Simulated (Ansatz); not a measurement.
Partial pair distribution functions of a relaxed model of amorphous Al₂₈O₄₇P₂, broadened by 0.06 Å; density 3.01 g/cm³. These are PBE, scalar-relativistic without spin-orbit coupling (plane waves to 420 eV, PAW; Ansatz, a quantum-chemistry and plane-wave program) values and carry that method's errors.

It comes from a melt-quench run on a machine-learned potential (CHGNet), relaxed afterwards by DFT. O atoms were pushed apart under 1.9 Å during the dynamics, to hinder bonds among them. The hot cell started wider than the set density and was brought back towards it in steps. It is the lowest in DFT energy of 2 quenches. It is a model cell: composition and starting density were chosen by hand, and all elements were melted together. No dispersion term was used. Its density started from a set value of 3.01 and ended at 3.01 g/cm³. The quench (nominally 410 K/ps over its main leg) was far faster than any real one, so the model tends to hold more defects than a real film. A cell of this size samples the disorder only roughly. The volume was held where the preparation left it and the shape relaxed, at a PBE pressure of 0.3 GPa.

```json
[
 {"r (Å)": "1.30", "g Al-O": "0.00", "g O-P": "0.01", "g Al-Al": "0.00", "g O-O": "0.00"},
 {"r (Å)": "1.40", "g Al-O": "0.00", "g O-P": "1.39", "g Al-Al": "0.00", "g O-O": "0.00"},
 {"r (Å)": "1.50", "g Al-O": "0.00", "g O-P": "11.44", "g Al-Al": "0.00", "g O-O": "0.00"},
 {"r (Å)": "1.60", "g Al-O": "0.15", "g O-P": "10.39", "g Al-Al": "0.00", "g O-O": "0.00"},
 {"r (Å)": "1.70", "g Al-O": "2.98", "g O-P": "1.19", "g Al-Al": "0.00", "g O-O": "0.00"},
 {"r (Å)": "1.80", "g Al-O": "8.45", "g O-P": "0.01", "g Al-Al": "0.00", "g O-O": "0.00"},
 {"r (Å)": "1.90", "g Al-O": "5.76", "g O-P": "0.00", "g Al-Al": "0.00", "g O-O": "0.00"},
 {"r (Å)": "2.00", "g Al-O": "1.81", "g O-P": "0.00", "g Al-Al": "0.00", "g O-O": "0.00"},
 {"r (Å)": "2.10", "g Al-O": "0.54", "g O-P": "0.00", "g Al-Al": "0.00", "g O-O": "0.00"},
 {"r (Å)": "2.20", "g Al-O": "0.21", "g O-P": "0.00", "g Al-Al": "0.00", "g O-O": "0.00"},
 {"r (Å)": "2.30", "g Al-O": "0.08", "g O-P": "0.00", "g Al-Al": "0.00", "g O-O": "0.08"},
 {"r (Å)": "2.40", "g Al-O": "0.10", "g O-P": "0.00", "g Al-Al": "0.04", "g O-O": "0.77"},
 {"r (Å)": "2.50", "g Al-O": "0.08", "g O-P": "0.00", "g Al-Al": "0.34", "g O-O": "1.99"},
 {"r (Å)": "2.60", "g Al-O": "0.09", "g O-P": "0.00", "g Al-Al": "0.69", "g O-O": "2.21"},
 {"r (Å)": "2.70", "g Al-O": "0.08", "g O-P": "0.00", "g Al-Al": "1.19", "g O-O": "2.47"},
 {"r (Å)": "2.80", "g Al-O": "0.23", "g O-P": "0.00", "g Al-Al": "2.04", "g O-O": "2.95"},
 {"r (Å)": "2.90", "g Al-O": "0.36", "g O-P": "0.20", "g Al-Al": "1.69", "g O-O": "2.35"},
 {"r (Å)": "3.00", "g Al-O": "0.44", "g O-P": "0.56", "g Al-Al": "1.82", "g O-O": "2.02"},
 {"r (Å)": "3.10", "g Al-O": "0.60", "g O-P": "0.86", "g Al-Al": "2.20", "g O-O": "1.49"},
 {"r (Å)": "3.20", "g Al-O": "0.65", "g O-P": "1.59", "g Al-Al": "2.71", "g O-O": "0.97"},
 {"r (Å)": "3.30", "g Al-O": "0.66", "g O-P": "0.87", "g Al-Al": "2.26", "g O-O": "0.73"},
 {"r (Å)": "3.40", "g Al-O": "0.80", "g O-P": "1.05", "g Al-Al": "1.86", "g O-O": "0.61"},
 {"r (Å)": "3.50", "g Al-O": "0.99", "g O-P": "0.76", "g Al-Al": "1.30", "g O-O": "0.57"},
 {"r (Å)": "3.60", "g Al-O": "1.22", "g O-P": "1.09", "g Al-Al": "0.79", "g O-O": "0.46"},
 {"r (Å)": "3.70", "g Al-O": "1.32", "g O-P": "1.05", "g Al-Al": "0.44", "g O-O": "0.38"},
 {"r (Å)": "3.80", "g Al-O": "1.05", "g O-P": "1.21", "g Al-Al": "0.30", "g O-O": "0.55"},
 {"r (Å)": "3.90", "g Al-O": "1.06", "g O-P": "0.85", "g Al-Al": "0.14", "g O-O": "0.66"},
 {"r (Å)": "4.00", "g Al-O": "1.50", "g O-P": "2.59", "g Al-Al": "0.54", "g O-O": "0.59"},
 {"r (Å)": "4.10", "g Al-O": "1.66", "g O-P": "3.27", "g Al-Al": "0.69", "g O-O": "0.59"},
 {"r (Å)": "4.20", "g Al-O": "1.90", "g O-P": "1.36", "g Al-Al": "0.49", "g O-O": "0.59"},
 {"r (Å)": "4.30", "g Al-O": "1.80", "g O-P": "0.76", "g Al-Al": "0.72", "g O-O": "0.71"},
 {"r (Å)": "4.40", "g Al-O": "1.46", "g O-P": "0.68", "g Al-Al": "1.28", "g O-O": "0.87"},
 {"r (Å)": "4.50", "g Al-O": "1.03", "g O-P": "0.59", "g Al-Al": "1.04", "g O-O": "0.88"}
]
```

Within 2.26 Å each Al has 4.64 O neighbours on average.
